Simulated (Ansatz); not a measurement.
An Ansatz (a quantum-chemistry and plane-wave program) run: WSe2 with a change (pressure 10 GPa); PBEsol-D3(BJ) in Ansatz (plane waves to 420 eV, PAW, without spin-orbit coupling).

Input:

Ansatz 0.2 input:
```yaml
crystal:
  lattice:
    - [3.166010461, 0, 0]
    - [-1.5830052305, 2.7418454879, 0]
    - [0, 0, 11.944484693]
  atoms:
    - { symbol: W, position: [0.6666666667, 0.3333333333, 0.75] }
    - { symbol: W, position: [0.3333333333, 0.6666666667, 0.25] }
    - { symbol: Se, position: [0.6666666667, 0.3333333333, 0.3914312109] }
    - { symbol: Se, position: [0.3333333333, 0.6666666667, 0.8914312109] }
    - { symbol: Se, position: [0.3333333333, 0.6666666667, 0.6085687891] }
    - { symbol: Se, position: [0.6666666667, 0.3333333333, 0.1085687891] }
basis: { ecutwfc: 420, ecutrho_ratio: 4, xc_grid: 2, fft_grid_basis: typed }
kpoints: { mp_grid: { grid: [12, 12, 3] } }
hamiltonian:
  xc: pbesol
  dispersion: d3bj
  pseudopotentials: { kind: paw }
scf: { occupations: { method: fermi_dirac, width: 0.05 } }
relax: { f_tol: 0.01, max_steps: 60, cell: { stress_tol: 0.02, p_target: 10 } }
output: { forces: true, stress: true }
checkpoint: { write: state.ck, write_every: 1000 }
```

Output (explanatory and most iteration lines left out):

```
Relaxation: its limit of steps is 60 (relax.max_steps)
Pseudopotential: W, paw, valence charge 14
Pseudopotential: Se, paw, valence charge 16
Crystal: 6 atoms, lattice volume = 103.687 Å³
Basis set: ecut = 420 eV, 2019 PW (Γ), exchange–correlation on 48×48×160 points (8 copies of the dense FFT grid, shifted against one another)
Bands: 56, of which v1, the nominal top of the filled ones, is band 46 counted from 1 (45 counted from 0)
Symmetry: 24 space group operations
Space group: P63/mmc (ITA 194), of the structure as read, at distance tolerance 4.7e-5 Å
k-points: 38 of 432
Functional: x = pbesol(κ = 0.804, μ = 0.12345679012345678), c = pbesol(β = 0.046)
SCF iter   1: F=—  HF=-42216.103016 eV  |F-HF|=—  |Δ(HF+E_count)|=         —  Δρ=5.46e-3  dr2=2.63e-2  ethr=1.77e-3  ⟨swp⟩=6.1  Hψ=7690  notcnv=0  defer=2
SCF iter   2: F=—  HF=-42216.104647 eV  |F-HF|=—  |Δ(HF+E_count)|=   1.63e-3  Δρ=3.12e-3  dr2=7.37e-3  ethr=2.86e-5  ⟨swp⟩=2.4  Hψ=3422  notcnv=0  defer=24
SCF 1 converged in 6 iterations: F = -42216.106265 eV  dr2 = 3.85e-8
relax step   1: F+E_penalty+E_count = -42216.10626501 eV  Δ(F+E_penalty+E_count) = +0.000e0 eV  max|allowed force component| = 1.209e-3 eV/Å  Δτ_max = 0.0000 Å  P = +7.509 GPa  Ω = 103.687 Å³  (6 SCF iters, dr2 threshold 1.00e-7 eV, accepted)
[... steps on the carried basis left out ...]
relax step   6: F+E_penalty+E_count = -42215.99844593 eV  Δ(F+E_penalty+E_count) = +4.835e-4 eV  max|allowed force component| = 1.550e-3 eV/Å  Δτ_max = 0.0000 Å  P = +10.006 GPa  Ω = 101.707 Å³  stress off target by 6.25e-3 GPa  SCF on the basis re-selected at this cell (its energy is not comparable with the rows above)  (9 SCF iters)
SCF converged after 9 iterations
Free energy (F): -42215.998446 eV
Internal energy: -42215.998220 eV  (E = F + TS)
E sigma→0 (E₀):  -42215.998333 eV
Entropy (-TS):   -0.000226 eV (-0.038 meV/atom)
Fermi energy:    16.701534 eV
  E_disp       = -3.169401  (pairwise vdW)
--- Forces (eV/Å), atoms counted from 1 ---
  atom   1  W      0.00000000     0.00000000     0.00000000
  atom   2  W     -0.00000000    -0.00000000     0.00000000
  atom   3  Se     0.00000000     0.00000000     0.00154953
  atom   4  Se     0.00000000    -0.00000000     0.00154953
  atom   5  Se    -0.00000000    -0.00000000    -0.00154953
  atom   6  Se    -0.00000000     0.00000000    -0.00154953
--- Stress (GPa, compression-positive) ---
       10.006252      -0.000000       0.000000
        0.000000      10.006252       0.000000
        0.000000       0.000000      10.005269
  P = ⅓ Tr σ = 10.0059 GPa (100.059 kbar)
--- Relaxed structure (5 steps of the walk, 4 accepted, 1 SCFs on fresh bases) ---
  cell:  # Å, volume = 101.7065 Å³
    - [3.147875973696785, 0.0, 0.0]
    - [-1.5739379868483925, 2.726140561184091, 0.0]
    - [0.0, 0.0, 11.851763348353325]
  atoms:
    - { symbol: W, position: [0.6666666666666666, 0.3333333333333333, 0.75] }
    - { symbol: W, position: [0.3333333333333333, 0.6666666666666666, 0.25] }
    - { symbol: Se, position: [0.6666666666666666, 0.3333333333333333, 0.3927099990310505] }
    - { symbol: Se, position: [0.3333333333333333, 0.6666666666666666, 0.8927099990310506] }
    - { symbol: Se, position: [0.3333333333333333, 0.6666666666666666, 0.6072900009689496] }
    - { symbol: Se, position: [0.6666666666666666, 0.3333333333333333, 0.10729000096894958] }
```

With W present, leaving out spin-orbit coupling can change the band edges. Load acts through the strain it causes; cell and atoms are relaxed under it. No phonon test of stability was made. No other phases were tried under pressure. The cell was made from WSe₂ (space group P6_3/mmc, No. 194; layered, stacked along the Cartesian z axis) by this change: pressure 10 GPa.
